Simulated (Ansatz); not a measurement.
Ansatz (a program for electronic structure), DFT, PBE, plane waves, its default PAW files: fluorite CeO2, atoms displaced (Ce32O64), 96 atoms. Basis and mesh were picked for this test and aren't claimed converged.

Ansatz 0.2 input:
```yaml
crystal:
  lattice:
    - [10.822, 0.0, 0.0]
    - [0.0, 10.822, 0.0]
    - [0.0, 0.0, 10.822]
  atoms:
    - { symbol: Ce, position: [0.002581, 0.001492, 0.000505] }
    - { symbol: Ce, position: [0.998341, 0.246594, 0.251065] }
    - { symbol: Ce, position: [0.249869, 0.001011, 0.243952] }
    - { symbol: Ce, position: [0.249477, 0.247428, 0.001589] }
    - { symbol: Ce, position: [0.999487, 0.002206, 0.49914] }
    - { symbol: Ce, position: [0.997497, 0.246659, 0.749585] }
    - { symbol: Ce, position: [0.249472, 0.998324, 0.753992] }
... (86 lines of coordinates left out) ...
    - { symbol: O, position: [0.620474, 0.873904, 0.62803] }
    - { symbol: O, position: [0.878193, 0.87918, 0.621043] }
    - { symbol: O, position: [0.618531, 0.622402, 0.873438] }
kpoints:
  mp_grid: { grid: [1, 1, 1] }
hamiltonian:
  xc: pbe
  pseudopotentials: { kind: paw }
scf:
  occupations: { method: fixed }
output:
  forces: true
```

```bash
OMP_NUM_THREADS=32 ANSATZ_TIMINGS=1 ansatz run --backend cpu --threads 32 --max-ram 4260MiB --events-out run.ndjson --runs-dir run.runs --progress --plain run.yaml
```

The program reports k-points after symmetry: 1, bands at the start: 480, electrons: 768, plane waves at Γ: 24837, cutoff (eV): 420, FFT grid: 75×75×75, symmetry operations: 1.

Machine: one whole node, Arm Neoverse V2, 96 cores on 1 socket, no SMT, 1 L3 cache group.

On 32 threads this takes 5.5 s. Each time is the median wall time of two to five repeats, run one at a time on the otherwise empty machine; start-up is included. Unless noted, each process is bound to its own block of adjacent cores. The build: release build for Arm (Neoverse V2), one process with threads; another build can shift the numbers. Scratch files lie in a memory file system.

Make this run faster without changing its result beyond 1.0 meV/atom in energy, 10 meV/Å in forces (largest component). Keep to 32 cores.

Several could match; the one computed here: going from --max-ram 4260MiB to --max-ram 10510MiB, one of the fastest among the values tried that keep the result.

```diff
-OMP_NUM_THREADS=32 ANSATZ_TIMINGS=1 ansatz run --backend cpu --threads 32 --max-ram 4260MiB --events-out run.ndjson --runs-dir run.runs --progress --plain run.yaml
+OMP_NUM_THREADS=32 ANSATZ_TIMINGS=1 ansatz run --backend cpu --threads 32 --max-ram 10510MiB --events-out run.ndjson --runs-dir run.runs --progress --plain run.yaml
```

Time: 5.5 s to 4.2 s (1.3× as fast). The largest move is in band solves (diag): 4.5 s to 3.2 s. The band solves carry the change: the iterations make 12380 against 12379 applications of H to a band, at 0.36 against 0.26 ms of diag time each. Applications of H to a band go from 12524 to 12523. These two results differ by: energy under 0.001 meV/atom, forces (largest component) under 0.001 meV/Å. Others tried: --max-ram 7780MiB (4.2 s); --max-ram 5750MiB (4.2 s); --max-ram 200GiB (4.2 s); --max-ram 3150MiB (5.9 s).
